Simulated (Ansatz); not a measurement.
The cell is made up: elements placed on another compound's structure type, so the phase may be hypothetical.

By PBEsol, the system below comes out a metal.

A figure of merit of an interconnect metal is its ballistic conductance per area.

Input:

```
AlIr3N
1.0
    4.04543     0.00000     0.00000
    0.00000     5.72110     0.00000
    0.00000     2.86055     2.86055
Al Ir N
1 3 1
Direct
  0.00000   0.00000   0.00000
  0.50000   0.00000   0.50000
  0.50000   0.50000   0.50000
  0.00000   0.50000   0.00000
  0.50000   0.50000   0.00000
```

Space group of this cell: Pm-3m, anti-perovskite. The cell was relaxed by PBE-D3(BJ); by PBEsol its mean pressure is -1.8 GPa.

The current flows along the normal of the first two printed cell vectors. No spin-orbit coupling; the value is a mean over 0.1 eV about the Fermi level.

Give the ballistic conductance per area that Ansatz (a program for electronic structure) with PBEsol yields.

0.88 × 10¹⁵ S/m² for both spins.
